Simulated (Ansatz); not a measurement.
Pd (model structure, started from the diamond type, Fd-3m, No. 227, 2 atoms in the cell): cohesive energy by level of theory

No measured value is used here.

Put these levels in order of the cohesive energy that they give for Pd (model structure, started from the diamond type, Fd-3m, No. 227, 2 atoms in the cell), smallest first: PBE (Ansatz, a program for electronic structure), PBEsol (Ansatz), r²SCAN (Ansatz).

PBE (2.57 eV/atom), r²SCAN (2.87 eV/atom), PBEsol (3.08 eV/atom)

Unless a cell is named, each level is at its own relaxed cell (PBE 24.49, PBEsol 22.96, r²SCAN 23.60 Å³/atom).

Each level is taken at its own relaxed cell. Cutoffs differ between the levels. Ansatz's density-functional and Hartree–Fock values are scalar-relativistic unless marked +SOC, with PAW data made under PBE.

A model structure was made by putting elements into a prototype or built by hand; it is no filed structure, need not be a known phase, and can be a saddle point held by its symmetry.
